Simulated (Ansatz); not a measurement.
Computed with PBE (plane waves to 420 eV, PAW; Ansatz, a first-principles code).

Planar average of the electrostatic potential across the slab, in eV from the Fermi level, for a constructed model of the (100) surface of rock-salt TaC, a layer of Co, one atom over each Ta (bottom of the slab: a bare face, its two planes held):

(z (Å), V (eV)): (3.67, 3.39); (3.95, 3.38); (4.24, 3.38); (4.52, 3.38); (4.80, 3.37); (5.08, 3.35); (5.37, 3.31); (5.65, 3.24); (5.93, 3.11); (6.21, 2.85); (6.50, 2.33); (6.78, 1.30); (7.06, -0.85); (7.34, -5.26); (7.62, -12.63); (7.91, -20.90); (8.19, -23.11); (8.47, -17.12); (8.75, -8.83); (9.04, -3.87); (9.32, -2.98); (9.60, -6.49); (9.88, -13.85); (10.17, -21.86); (10.45, -23.30); (10.73, -16.70); (11.01, -8.51); (11.30, -3.91); (11.58, -3.41); (11.86, -7.16); (12.14, -14.64); (12.43, -22.25); (12.71, -22.90); (12.99, -15.87); (13.27, -7.82); (13.56, -3.46); (13.84, -3.22); (14.12, -7.25); (14.40, -15.18); (14.69, -22.61); (14.97, -22.60); (15.25, -15.32); (15.53, -7.72); (15.81, -3.74); (16.10, -3.96); (16.38, -8.27); (16.66, -16.08); (16.94, -22.95); (17.23, -22.16); (17.51, -14.34); (17.79, -6.60); (18.07, -2.91); (18.36, -3.64); (18.64, -8.27); (18.92, -16.20); (19.20, -22.60); (19.49, -21.18); (19.77, -13.01); (20.05, -4.89); (20.33, 0.00); (20.62, 1.97); (20.90, 1.53); (21.18, -2.14); (21.46, -6.98); (21.75, -9.53); (22.03, -8.37); (22.31, -4.24); (22.59, 0.27); (22.87, 2.46); (23.16, 3.33); (23.44, 3.77); (23.72, 3.99); (24.00, 4.10); (24.29, 4.16); (24.57, 4.18); (24.85, 4.20); (25.13, 4.20); (25.42, 4.21); (25.70, 4.21); (25.98, 4.21); (26.26, 4.21)

Set-up: 13 atoms, 14.3 Å thick at the start; mesh 12x12x1; 0.1 eV smearing; dipole correction on; 4 atoms held, the rest relaxed; symmetry of the start imposed; spin-polarised, ending with about 1.8 μB a cell; orders that need a larger cell were not tried, no spin-orbit, no U. It is one candidate, not shown to be the stable structure of the face.

**Question.** The surface cell has an area of 10.02 Å². What dipole along the normal does the step between the two vacuum levels imply?

**Answer.** the top vacuum level lies 0.82 eV above the bottom one; p = −ε₀ A ΔV (ε₀ = 0.005526 e/(V·Å)) gives -0.05 e·Å a cell.
